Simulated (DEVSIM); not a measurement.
abrupt InP n-p junction

Device: abrupt InP n-p junction, at 300 K.

| layer (left to right) | material | thickness (μm) | Nd (cm⁻³) | Na (cm⁻³) | τn (s) | τp (s) |
|---|---|---|---|---|---|---|
| 1 | InP | 0.750 | 5.3e16 | - | 7.9e-10 | 7.9e-10 |
| 2 | InP | 160 | - | 5e14 | 7.9e-10 | 7.9e-10 |

Left contact: ohmic. Right contact: ohmic. Voltage is applied to the left contact. Recombination: SRH at mid-gap. Mobility is constant in doping.

The device is made up for the run: typed textbook-type constants, with dimensions and the other settings drawn at random. Values at 300 K.

```csv
parameter,InP
gap (eV),1.344
affinity (eV),4.38
permittivity,12.5
Nc (cm⁻³),5.7e17
Nv (cm⁻³),1.1e19
μn (cm²/Vs),5200
μp (cm²/Vs),170
```

Simulated with DEVSIM: 1D drift-diffusion, Boltzmann statistics, complete ionisation; no tunnelling, impact ionisation, image-force lowering or self-heating.

```yaml
potential_step_across_the_device_at_zero_bias: 1.024 V
largest_field_in_the_device_at_zero_bias: 16000 V/cm
```

Dark forward current:

(V (V), J (A/cm²)): (-0.05, -2.5e-8); (-0.20, -7.3e-7); (-0.30, -5.6e-6); (-0.45, -0.00012); (-0.60, -0.0029); (-0.70, -0.020); (-0.85, -0.10); (-1.00, -0.21); (-1.15, -0.33); (-1.25, -0.41); (-1.40, -0.54); (-1.55, -0.66); (-1.65, -0.75); (-1.80, -0.87)

Dark reverse current:

```csv
V (V),J (A/cm²)
0.40,6.1e-8
1.00,1.2e-7
2.00,2.0e-7
3.00,2.6e-7
4.00,3.1e-7
6.00,4.0e-7
8.00,4.8e-7
10.00,5.5e-7
13.00,6.4e-7
16.00,7.2e-7
20.00,8.2e-7
```
